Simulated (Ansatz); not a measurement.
Take Pb in the fcc (Cu type) structure (space group Fm-3m, No. 225; a = 4.991 Å) as the base. Axes: x, y, z lie along the cube axes.

Method: DFT with r2SCAN, PAW potentials and a 500 eV plane-wave cutoff in Ansatz (a program for electronic structure), spin-orbit coupling left out, earlier PAW set.

Base values:

* **Shortest interatomic distance**: 3.529 Å

The change: a free-standing slab of 5 layers (5 atoms, 1 a layer) is cut normal to [111], with 15 Å of vacuum and the in-plane cell held at bulk.

Task: Predict the new change of the spacing d12 from its bulk value of 2.882 Å, excess energy per area of both faces, change of the spacing d23 from its bulk value of 2.882 Å and shortest interatomic distance.

Result: The change of the spacing d12 from its bulk value of 2.882 Å amounts to -7.3 %; the excess energy per area of both faces (slab less bulk energy over the cell's area: twice a surface energy) amounts to 0.6 J/m² (uncertain by up to 0.07 J/m²); the change of the spacing d23 from its bulk value of 2.882 Å is +0.9 %; the shortest interatomic distance falls by 0.1696 Å (3.529 Å → 3.360 Å).

Slab and bulk use different k-meshes, which limits the precision of the excess energy. Stability against distortions was not tested.
